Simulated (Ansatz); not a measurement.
The reference is Zn3InGaO6 (space group R3m, No. 160; a cell from a computed database, its experimental status unchecked).

```
CELL_PARAMETERS angstrom
      1.64478     0.94961    13.79072
     -1.64478     0.94961    13.79072
      0.00000    -1.89922    13.79072
ATOMIC_POSITIONS crystal
  Zn 0.26109 0.26109 0.26109
  Zn 0.74134 0.74134 0.74134
  Zn 0.86572 0.86572 0.86572
  In 0.00122 0.00122 0.00122
  Ga 0.13689 0.13689 0.13689
  O  0.91333 0.91333 0.91333
  O  0.08935 0.08935 0.08935
  O  0.18466 0.18466 0.18466
  O  0.80378 0.80378 0.80378
  O  0.69421 0.69421 0.69421
  O  0.30844 0.30844 0.30844
```

Cartesian axes are those of the cell as printed.

Level of theory: Kohn–Sham DFT with the PBEsol functional, run in Ansatz (a program for electronic structure) with PAW and 420 eV plane waves, scalar-relativistic without spin-orbit coupling.

One thing is altered: the cell is compressed by 3.12 % along y with no lateral relaxation; the atoms relax in the strained cell.

Task: Predict the stress tensor and what it implies for the stiffness.

Result: Stress of the strained cell less that of the base (GPa, compression positive):
```
   4.77    0.00    0.00
   0.00    7.57    0.14
   0.00    0.14    3.78
```

Then −Δσ_ii/ε with ε = -0.0312 gives secant stiffness values (nonlinear terms included at this strain): C22 ≈ 243 GPa, C12 ≈ 153 GPa and C23 ≈ 121 GPa.

As a check, the harmonic strain energy −½ V₀ Δσ:ε is 8.7 meV/atom; the computed energy rise is 8.6 meV/atom.

No phonon test of stability was made.
